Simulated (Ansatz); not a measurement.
Terminations of the (111)A surface of zinc-blende BP (B plane on top), measured from the surface '2x2 with 3 H on 4 top atoms'. Atoms come from or go to: B: alpha boron, H: ½ H2(g), In: tetragonal indium, Mg: hcp Mg, O: ½ O2(g), P: black phosphorus. ΔE is the energy of forming the row's surface from that one (negative: more stable at these reservoirs); the vacuum level's shift is aligned on the shared bottom. No zero-point or thermal terms. These are constructed structures in small cells; real faces may alloy, dewet or reconstruct in larger ones, and not all known structures of the face are among them. Slabs of about 14 Å with all that they carry, Fermi-Dirac smearing of 0.025 eV. Bottom of the slabs: H caps. Relaxed from the named starts with such symmetry as they have, on meshes of like density; energies extrapolated to zero smearing; no spin-orbit coupling, no U. Spin-polarised runs, if any, are marked in brackets, and their order is one that fits the cell; the others ran without spin. Where a second, spin-polarised start was run, the lower counts. A dash marks a value that is undefined for that row (no clear gap, or no work function of a gapped slab) or was not read reliably on its mesh.

Method: PBE (plane waves to 420 eV, PAW; Ansatz, a quantum-chemistry and plane-wave program).

```csv
surface,atoms added per 1x1,ΔE per 1x1 (eV),slab gap (eV),shift of the vacuum level (eV),work function (eV)
"2x2 with 2 H on 4 top atoms [spin, 1.0 μB a cell]",-0.25 H,[?],–,-0.07,4.32
"P trimer, 2x2","-0.75 H, +0.75 P",0.25,0.68,1.20,–
2x2 In adatom at T4,"-0.75 H, +0.25 In",[?],0.24,-0.53,–
2x2 with 3 H on 4 top atoms,none,0.00,0.81,0.00,–
"2x2 Mg adatom at T4 [spin start, no net moment]","-0.75 H, +0.25 Mg",[?],–,-1.24,3.45
"2x2 with 3 OH on 4 top atoms [spin start, no net moment]",+0.75 O,-1.97,0.35,0.09,–
2x2 B adatom at T4 (3 B–B bonds formed),"+0.25 B, -0.75 H",1.35,0.95,0.47,–
2x2 B adatom at T1,"+0.25 B, -0.75 H",2.07,–,1.25,5.54
```

Q: Some entries are withheld; supply them.

A: 
- 2x2 with 2 H on 4 top atoms [spin, 1.0 μB a cell], ΔE per 1x1 (eV): 0.41
- 2x2 In adatom at T4, ΔE per 1x1 (eV): 1.12
- 2x2 Mg adatom at T4 [spin start, no net moment], ΔE per 1x1 (eV): 1.23
